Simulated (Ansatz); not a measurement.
Input and output of a dielectric-response calculation for Sr4Bi2O (I4mm, 7 atoms in the cell) (Ansatz, a first-principles code).

Method of the run: LDA (PW92), default PAW files made with PBE (plane waves; Ansatz).

```yaml
crystal:
  lattice:
    - [-2.50747, 2.50747, 8.79961]
    - [2.50747, -2.50747, 8.79961]
    - [2.50747, 2.50747, -8.79961]
  atoms:
    - { symbol: Sr, position: [0.83497, 0.83497, 0.00000] }
    - { symbol: Sr, position: [0.17023, 0.17023, 0.00000] }
    - { symbol: Sr, position: [0.99808, 0.49808, 0.50000] }
    - { symbol: Sr, position: [0.49808, 0.99808, 0.50000] }
    - { symbol: Bi, position: [0.63778, 0.63778, 0.00000] }
    - { symbol: Bi, position: [0.36026, 0.36026, 0.00000] }
    - { symbol: O, position: [0.99020, 0.99020, 0.00000] }
```

Reference input (self-consistent single point, DFT, LDA (PW92), plane waves, default PAW files made with PBE): basis.ecutwfc = 420 eV; kpoints.mp_grid.grid = 5 5 5; hamiltonian.xc = lda; hamiltonian.pseudopotentials = {kind: paw} (the program's default PAW files); scf.occupations.method = fermi_dirac; scf.occupations.width = 0.02 eV. This run's input differs from it in these lines:

Ansatz 0.2 input:
```diff
@@ -17,3 +17,3 @@
 kpoints:
-  mp_grid: { grid: [5, 5, 5] }
+  mp_grid: { grid: [4, 4, 4] }
 hamiltonian:
@@ -22,7 +22,5 @@
 scf:
-  occupations: { method: fermi_dirac, width: 0.02 eV }
-output:
-  forces: true
-  eigenvalues: true
-  stress: true
+  occupations: { method: fixed }
+dielectric:
+  field_mesh: kpoints
```

Output (repeated stretches shortened):

```
SCF iter   1: F=—  HF=-38512.777278 eV  |F-HF|=—  |Δ(HF+E_count)|=         —  Δρ=8.42e-3  dr2=1.61e-1  ethr=1.77e-3  ⟨swp⟩=6.2  Hψ=4397  notcnv=0  defer=132
all-band conjugate gradients solve this SCF's bands
preconditioner: auto → Resta (q_TF=auto, 2.283 Å⁻¹)
SCF iter   2: F=—  HF=-38512.754395 eV  |F-HF|=—  |Δ(HF+E_count)|=   2.29e-2  Δρ=4.74e-3  dr2=2.82e-2  ethr=2.11e-4  ⟨swp⟩=2.7  Hψ=1974  notcnv=0  defer=144
   [... lines left out ...]
SCF iter   7: F=—  HF=-38512.747720 eV  |F-HF|=—  |Δ(HF+E_count)|=   1.90e-4  Δρ=4.00e-6  dr2=4.68e-8  ethr=1.19e-9  ⟨swp⟩=2.0  Hψ=1307  notcnv=0  defer=126
SCF iter   8: F=—  HF=-38512.747720 eV  |F-HF|=—  |Δ(HF+E_count)|=   5.54e-9  Δρ=9.52e-7  dr2=4.31e-9  ethr=6.15e-11  ⟨swp⟩=2.8  Hψ=1840  notcnv=0  defer=126
SCF iter   9: F=—  HF=-38512.747720 eV  |F-HF|=—  |Δ(HF+E_count)|=  2.26e-10  Δρ=3.39e-7  dr2=6.21e-10  ethr=5.67e-12  ⟨swp⟩=2.0  Hψ=1858  notcnv=0  defer=126
SCF iter  10: F=-38512.747720 eV  HF=-38512.747720 eV  |F-HF|=0.00e0  |Δ(HF+E_count)|=  1.31e-10  Δρ=9.56e-8  dr2=2.97e-11  ethr=1.00e-12  ⟨swp⟩=17.7  Hψ=6074  notcnv=0
SCF 1 converged in 10 iterations: F = -38512.747720 eV  dr2 = 2.97e-11
DFPT response loops at Γ: preconditioner auto → Resta (q_TF=auto, 2.283 Å⁻¹)  ε∞=8.4 (no band partly filled) …
   [... lines left out ...]
WARN: field response: the 4×4×4 k-mesh looks too coarse for the field response at k = (0.2500, 0.2500, -0.2500), direct gap 1.055 eV …
Free energy (F): -38512.747720 eV
Fermi energy:    7.914694 eV
   [... lines left out ...]
         0.00000   -3.20506   -0.00000
         0.00000    0.00000   -3.06572
    site 6:
        -3.51825   -0.00000    0.00000
         0.00000   -3.51825   -0.00000
        -0.00000    0.00000   -2.95795
  Z* charge neutrality: 1.002e-4 e pre-enforcement
  k-mesh period / interband length: 20.1 Å / 2.73 Å = 7.34 at k = (0.2500, 0.2500, -0.2500), direct gap 1.055 eV — UNDER 14: by this measure the k-mesh is too coarse for the response
```

The run converged in 10 iterations. 

Summary of the result:
```
Item                                                                                                                                                Value
----------------------------------------------------------------------------------------  ---------------------------------------------------------------
Free energy E − TS (on the zero of these files)                                                                                            -38512.7477 eV
Top of the valence band (on the code's own zero)                                                                                                  7.91 eV
Gap on the k-point mesh                                                                                                                           0.85 eV
ε∞ at this k-point mesh, which may be far from converged in small-gap cells (xx, yy, zz)                                                 9.10, 9.10, 9.09
Born charges at this mesh (mean of the diagonal, e)                                       Sr 2.49, Sr 2.41, Sr 2.37, Sr 2.37, Bi -3.15, Bi -3.16, O -3.33
```

The starting cell comes from a database of computed structures (which also holds hypothetical and non-ambient phases and stackings), without a prior relaxation at this level. Its lattice was rescaled by up to half a per cent. Spin-orbit coupling is off.

Cost on one core of a shared machine: roughly 6 min.
